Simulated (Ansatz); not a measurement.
```
CELL_PARAMETERS angstrom
      4.52168     0.00000     0.00000
     -2.26084     3.91589     0.00000
      0.00000     0.00000     5.04523
ATOMIC_POSITIONS crystal
  Se 0.21883 0.00000 0.83333
  Se 0.00000 0.21883 0.16667
  Se 0.78117 0.78117 0.50000
```

Question: List the harmonic phonon frequencies (cm⁻¹; finite displacements on a 6×6×4 mesh, PBE density-functional theory in Ansatz (plane waves, PAW), k mesh 6×6×4) at q = (0.000, -0.500, 0.000), (0.000, 0.000, -0.500), (0.000, 0.000, 0.000), in fractions of this cell's reciprocal vectors. At Γ leave out the LO-TO shift.

Answer: 
- (0.000, -0.500, 0.000): 29, 34, 43, 56, 119, 125, 210, 214, 245
- (0.000, 0.000, -0.500): 51, 51, 61, 71, 118, 118, 185, 229, 229
- (0.000, 0.000, 0.000): 0, 0, 0, 86, 128, 128, 218, 218, 230

Ansatz is a program for electronic structure.
